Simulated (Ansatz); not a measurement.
Effort and miss along a sweep of kpoints.mp_grid.grid: SnClF (Pnma, 12 atoms in the cell)

Cell: a = 6.0964 Å, b = 4.3117 Å, c = 10.2968 Å, α = 90.00°, β = 90.00°, γ = 90.00°.

Method: HSE06, default PAW files made with PBE (plane waves; Ansatz, a first-principles code).

Base settings: basis.ecutwfc = 420 eV; kpoints.mp_grid.grid = 2 3 1; hamiltonian.xc = hse06; hamiltonian.pseudopotentials = {kind: paw} (the program's default PAW files); scf.occupations.method = fixed.

Misses are taken against the tightest run, 3 4 2, which need not be fully converged itself. The energy is the free energy per atom.

Core times come from one kind of shared machine and are given to one figure; runs under 30 s give none.

The starting cell comes from a database of computed structures (which also holds hypothetical and non-ambient phases and stackings), without a prior relaxation at this level. Its lattice was rescaled by a random factor within 2.5 % of one.

```csv
kpoints.mp_grid.grid,energy less reference (meV/atom),largest difference in the force on any atom (eV/Å),core time / reference (rough)
2 2 1,7.16,0.061,0.1
2 3 1,7.29,0.047,0.2
2 3 2,1.11,0.003,0.4
3 4 2,0.00,0.000,1
```

Coarsest setting among those run that, with all tighter ones, holds the energy within 5 meV/atom of the reference: 2 3 2, off by 1.1 meV/atom; it needs about 0.4 of the reference's time.

The step from 2 2 1 to 2 3 2: it takes the miss in the energy from 7.2 to 1.1 meV/atom, for roughly 2 times the time.

Keys are those of Ansatz 0.2.
